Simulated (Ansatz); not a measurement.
Defect: In-vacancy pair (In on one host Ru site, one Ru site vacant) in hcp Ru, neutral cell. Level of theory: PBE, PAW (plane waves to 420 eV; Ansatz, a program for electronic structure).

Settings: 36 host sites, the relaxed PBE lattice, a 2×2×2 k-point mesh shifted by half a step along c, smearing 0.10 eV, spin-restricted, no image-charge correction. No zero-point or tunnelling terms. Forms of the defect that were not tried may lie lower. The start lies 0.12 eV above the lowest site run (PBE).

Barriers: single points on a 4×4×4 k-point mesh shifted by half a step along c at the bands' geometries.

The step: direct exchange of In with the vacancy (In-vacancy distance between ideal sites 2.72 Å throughout); the atom moves 2.42 Å along (-0.89, 0.00, 0.00) of the unit cell; the moving atom starts with neighbours 2 Ru at 2.70, 2 Ru at 2.74, Ru at 2.75, Ru at 2.76, 2 Ru at 2.78, 2 Ru at 2.83, Ru at 2.94 Å and ends with 2 Ru at 2.70, 2 Ru at 2.74, Ru at 2.75, Ru at 2.76, 2 Ru at 2.78, 2 Ru at 2.83, Ru at 2.94 Å.

Task: What migration barrier of this step does PBE, PAW give?

Result: 790 meV, the same both ways. At the saddle the moving atom has neighbours Ru at 2.53, 2 Ru at 2.55, Ru at 2.65, 4 Ru at 2.93 Å. The program found a first-order saddle point.
